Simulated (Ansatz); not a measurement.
**La2O3: alloy series**

Take La$_{2}$O$_{3}$ (space group P-3m1, No. 164; a = 3.906 Å, c = 6.040 Å) as the base.

The other end (x = 1) is La₂S₃ (space group P-3m1, No. 164; a hypothetical phase, not in the database extracts checked): 25.55 Å³/atom, gap 2.11 eV; this end may not be an ambient phase.

S replaces a fraction x of O; each row is one arrangement (x, atoms in the cell, starting space group or random), fully relaxed.

All numbers come from Ansatz (a first-principles code), PBEsol, PAW, cutoff 420 eV, without spin-orbit coupling.

Candidates:
(a) x(S) = 0.667, 5 atoms, P-3m1
(b) x(S) = 0.5, 10 atoms, P2/m
(c) x(S) = 0.5, 10 atoms, P-3m1

Notes on the quantities. mixing energy: to 0.01 eV only: unlike meshes or grids; against an end that may be hypothetical.

### Question
Order them by mixing energy, highest first.

### Answer
(a) x(S) = 0.667, 5 atoms, P-3m1 (+0.402 eV/atom), (c) x(S) = 0.5, 10 atoms, P-3m1 (+0.24 eV/atom), (b) x(S) = 0.5, 10 atoms, P2/m (+141 meV/atom)

Each cell is one ordered arrangement of few atoms, which overstates ordering effects compared with a random alloy. No phonon test of stability was made. Under x(S) = 0.5, 10 atoms, P-3m1 the cell changed shape so far that it is another structure. The zero or small gap of La4S3O3 can change with the level of theory.
